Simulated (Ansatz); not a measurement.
Given:

End structure of a constructed model of the (111) surface of fcc Ag, a pseudomorphic layer of In in the host's stacking (bottom of the slab: a bare face, its two planes held):

```yaml
crystal:
  lattice:
    - [2.93338, 0.00000, 0.00000]
    - [-1.46669, 2.54038, 0.00000]
    - [0.00000, 0.00000, 30.50000]
  atoms:
    - { symbol: Ag, position: [0.33333, 0.66667, 0.26329] }
    - { symbol: Ag, position: [0.66667, 0.33333, 0.34181] }
    - { symbol: Ag, position: [0.00000, 0.00000, 0.42036] }
    - { symbol: Ag, position: [0.33333, 0.66667, 0.49916] }
    - { symbol: Ag, position: [0.66667, 0.33333, 0.57799] }
    - { symbol: Ag, position: [0.00000, 0.00000, 0.65733] }
    - { symbol: In, position: [0.33333, 0.66667, 0.74343] }
```

Set-up: 7 atoms, 14.4 Å thick at the start with caps and adatoms; mesh 15x15x1; 0.1 eV smearing; dipole correction on; single point; on the structure that PBE left under its start's symmetry; no spin, no spin-orbit, no U. In PBE it is, or lies within 0.01 eV a 1x1 cell of, the lowest of the 2 structures of its composition computed so far; subsurface sites and larger cells were not tried.

Estimate the work function of the top face that r2SCAN, at the PBE geometry (Ansatz, a program for electronic structure) returns for this input.

3.88 eV
